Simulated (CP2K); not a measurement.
CP2K run on Ti₃O₄ (Cmmm, 7 atoms in the cell): self-consistent single point

Method: CP2K 2026.2 with PBEsol, GPW, DZVP-MOLOPT-SR-GTH basis, GTH-PBE potentials (GTH_POTENTIALS).

Input as run:

```
&GLOBAL
  PROJECT bulk
  RUN_TYPE ENERGY_FORCE
  PRINT_LEVEL LOW
&END GLOBAL
&FORCE_EVAL
  METHOD Quickstep
  STRESS_TENSOR ANALYTICAL
  &DFT
    BASIS_SET_FILE_NAME BASIS_MOLOPT
    POTENTIAL_FILE_NAME GTH_POTENTIALS
    &QS
      METHOD GPW
      EPS_DEFAULT 1E-10
    &END QS
    &MGRID
      CUTOFF 600
      REL_CUTOFF 50
      NGRIDS 5
    &END MGRID
    &SCF
      SCF_GUESS ATOMIC
      EPS_SCF 1E-6
      MAX_SCF 100
      ADDED_MOS 11
      &DIAGONALIZATION
        ALGORITHM STANDARD
      &END DIAGONALIZATION
      &MIXING
        METHOD BROYDEN_MIXING
        ALPHA 0.2
        NBUFFER 12
        BETA 1.5
      &END MIXING
      &SMEAR ON
        METHOD FERMI_DIRAC
        ELECTRONIC_TEMPERATURE [K] 1160.45
      &END SMEAR
    &END SCF
    &KPOINTS
      SCHEME MONKHORST-PACK 5 5 8
      GAMMA_CENTERED T
    &END KPOINTS
    &XC
      &XC_FUNCTIONAL
        &PBE
          PARAMETRIZATION PBESOL
        &END PBE
      &END XC_FUNCTIONAL
    &END XC
    &PRINT
      &MO
        EIGENVALUES T
        OCCUPATION_NUMBERS T
        NDIGITS 8
        FILENAME mo
        &EACH
          QS_SCF 0
        &END EACH
        ADD_LAST NUMERIC
      &END MO
      &MULLIKEN OFF
      &END MULLIKEN
    &END PRINT
  &END DFT
  &SUBSYS
    &CELL
      A 5.11777100 0.00000000 0.00000000
      B -1.64098600 4.84755100 0.00000000
      C 0.00000000 0.00000000 3.07867300
      PERIODIC XYZ
    &END CELL
    &COORD
      Ti       0.00000000     0.00000000     1.53933650
      Ti       2.55888550     0.00000000     0.00000000
      Ti      -0.82049300     2.42377550     0.00000000
      O        2.65974053     3.70837652     0.00000000
      O        0.81704448     1.13917449     0.00000000
      O        0.09689319     3.60110021     1.53933650
      O        3.37989181     1.24645079     1.53933650
    &END COORD
    &KIND Ti
      BASIS_SET DZVP-MOLOPT-SR-GTH-q12
      POTENTIAL GTH-PBE-q12
    &END KIND
    &KIND O
      BASIS_SET DZVP-MOLOPT-SR-GTH-q6
      POTENTIAL GTH-PBE-q6
    &END KIND
  &END SUBSYS
  &PRINT
    &FORCES ON
    &END FORCES
    &STRESS_TENSOR ON
    &END STRESS_TENSOR
  &END PRINT
&END FORCE_EVAL
```

Log, with long lists cut:

```
 GLOBAL| Method name                                                        CP2K
 GLOBAL| Project name                                                       bulk
 GLOBAL| Run type                                                   ENERGY_FORCE

 TOTAL NUMBERS AND MAXIMUM NUMBERS

  Total number of            - Atomic kinds:                                   2
                             - Atoms:                                          7
                             - Shell sets:                                     7
                             - Shells:                                        44
                             - Primitive Cartesian functions:                 38
                             - Cartesian basis functions:                    149
                             - Spherical basis functions:                    130

  Maximum angular momentum of- Orbital basis functions:                        3
                             - Local part of the GTH pseudopotential:          2
                             - Non-local part of the GTH pseudopotential:      3

 SCF PARAMETERS         Density guess:                                    ATOMIC
                        max_scf:                                             100
                        max_diis:                                              4
                        eps_scf:                                        1.00E-06
                        eps_diis:                                       1.00E-01
                        eps_eigval:                                     1.00E-05
                        level_shift [a.u.]:                             0.000000
                        added MOs                                        11    0
                        Mixing method:                            BROYDEN_MIXING
                                                charge density mixing in g-space
                        Smear method:                                FERMI_DIRAC
                        Electronic temperature [K]:                       1160.5
                        Electronic temperature [a.u.]:                  3.67E-03
                        Accuracy threshold:                             1.00E-10
                        No outer SCF

 Extrapolation method: initial_guess

 Number of electrons:                                                         60
 Number of occupied orbitals:                                                 30
 Number of molecular orbitals:                                                41

 Number of orbital functions:                                                130
 Number of independent orbital functions:                                    130

 SCF WAVEFUNCTION OPTIMIZATION

  Step     Update method      Time    Convergence         Total energy    Change
     1 NoMix/Diag. 0.20E+00      -     2.01103557      -239.5558037683 -2.40E+02
     2 Broy./Diag. 0.20E+00      -     0.10375707      -236.6845261084  2.87E+00
     3 Broy./Diag. 0.20E+00      -     0.19404512      -238.1238610618 -1.44E+00
     4 Broy./Diag. 0.20E+00      -     0.03086306      -239.1068937001 -9.83E-01
     5 Broy./Diag. 0.20E+00      -     0.03912899      -238.7322361009  3.75E-01
     6 Broy./Diag. 0.20E+00      -     0.01497838      -238.6059977165  1.26E-01
     7 Broy./Diag. 0.20E+00      -     0.00530678      -238.4987505651  1.07E-01
   [... 8 lines left out ...]
    16 Broy./Diag. 0.20E+00      -     0.00001108      -238.6602240304  7.39E-04
    17 Broy./Diag. 0.20E+00      -     0.00002703      -238.6602493231 -2.53E-05
    18 Broy./Diag. 0.20E+00      -     0.00000309      -238.6603023176 -5.30E-05
    19 Broy./Diag. 0.20E+00      -     0.00000365      -238.6603215033 -1.92E-05
    20 Broy./Diag. 0.20E+00      -     0.00000058      -238.6603511457 -2.96E-05

  *** SCF run converged in    20 steps ***

  Electronic density on regular grids:        -59.9999999933        0.0000000067
  Core density on regular grids:               59.9999999981       -0.0000000019
  Total charge density on r-space grids:        0.0000000049
  Total charge density g-space grids:           0.0000000049

  Overlap energy of the core charge distribution:               0.00000000000000
  Self energy of the core charge distribution:               -486.80206527998331
  Core Hamiltonian energy:                                    128.24789403698787
  Hartree energy:                                             155.48741745232513
  Exchange-correlation energy:                                -35.58943513616215
  Electronic entropic energy:                                  -0.00416221665960
  Fermi energy:                                                 0.40046252225358

  Total energy:                                              -238.66035114565489
  Total energy (extrapolated to T->0):                       -238.65827003732508

 ENERGY| Total FORCE_EVAL ( QS ) energy [hartree]           -238.660342113442681

 FORCES| Atomic forces [hartree/bohr]
 FORCES|   Atom     x               y               z               |f|
 FORCES|      1  9.60238202E-10  1.22809363E-09  7.31547141E-15   1.55893277E-09
 FORCES|      2 -4.18087884E-10  4.44349248E-10 -1.70765141E-15   6.10117802E-10
 FORCES|      3  8.29245311E-10 -4.41397650E-10 -2.14180901E-15   9.39403891E-10
 FORCES|      4  5.73436610E-03  7.99523475E-03 -9.70323541E-16   9.83904128E-03
 FORCES|      5 -5.73436679E-03 -7.99523518E-03  3.96443110E-16   9.83904203E-03
 FORCES|      6 -7.39959301E-03  5.30712276E-03  8.50370076E-15   9.10601607E-03
 FORCES|      7  7.39959309E-03 -5.30712251E-03 -2.14493558E-15   9.10601599E-03
 FORCES| Sum     7.57683992E-10  1.04941169E-09  9.25089573E-15
 FORCES| Total atomic force                                       1.29435309E-09

 STRESS| Analytical stress tensor [bar]
 STRESS|                        x                   y                   z
 STRESS|      x       -1.66641718206E+05   1.39352693142E+04  -1.00973555471E-09
 STRESS|      y        1.39352693142E+04  -1.57207649072E+05  -1.55176935644E-09
 STRESS|      z       -1.00973555471E-09  -1.55176935644E-09  -1.76794754520E+05
 STRESS| 1/3 Trace                                            -1.66881373933E+05
```

The run converged in 20 iterations.

The starting cell comes from a database of computed structures (which also holds hypothetical and non-ambient phases and stackings), without a prior relaxation at this level. Its lattice was rescaled by a random factor within 2.5 % of one. Spin polarisation is off, so a magnetic state, if there is one, cannot be reached. Values carry the incompleteness of an atom-centred basis. The potentials were made for another functional than the one used. With a pressure of about -17 GPa the cell is away from its equilibrium volume at this level.

Cost on one core of a shared machine: roughly 80 s.
